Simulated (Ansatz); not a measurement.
# Effect of Se on a Sn site (antisite), symmetric start on SnSe2

Base system: a 9-atom supercell of SnSe2 in the CdI2 type structure (space group P-3m1, No. 164; a = 3.840 Å, c = 6.004 Å; layered, stacked along the Cartesian z axis) at its relaxed geometry.

Now apply this change: one Sn atom is replaced by Se, atoms relaxed at fixed cell.

The values are results of PBE-D3(BJ) (Ansatz, a first-principles code; PAW; 420 eV plane waves; scalar-relativistic without spin-orbit coupling), earlier PAW set, not measurements. Settings: 5×5×5 k-points, 0.01 eV Fermi–Dirac smearing.

| quantity | base | changed | shift |
|---|---|---|---|
| pressure | 0.0 GPa | -1.4 GPa | -1.4 GPa |
| largest displacement of a host atom from its site in the perfect cell | – | 0.05 Å | – |
| mean distance from the defect site to its nearest host atoms | 5.16 bohr | 5.09 bohr | -0.07 bohr |

Final structure:

```
CELL_PARAMETERS angstrom
      5.76045    -3.32580     0.00000
      0.00000     6.65160     0.00000
     -1.92015    -3.32580     6.00399
ATOMIC_POSITIONS crystal
  Se 0.00000 0.00000 0.00000
  Sn 0.66752 0.33505 0.00257
  Sn 0.33248 0.66495 0.99743
  Se 0.09035 0.50418 0.26417
  Se 0.75999 0.85034 0.26417
  Se 0.41384 0.17383 0.26417
  Se 0.58616 0.82617 0.73583
  Se 0.24001 0.14966 0.73583
  Se 0.90965 0.49582 0.73583
```

The magnetic state is the one reached from the starting moments; the real material's order can differ, and small cells can't hold many antiferromagnetic ones. The cell is small, so the values are those of an ordered compound at a high defect concentration; dilute-limit values will differ. The defect started on the symmetric site and kept its symmetry, so it may sit on a saddle. Starting moments died away, wholly or in part, for Se on a Sn site (antisite); another magnetic solution may exist. The defect cell is spin-polarised and ends with 0.0 μB.
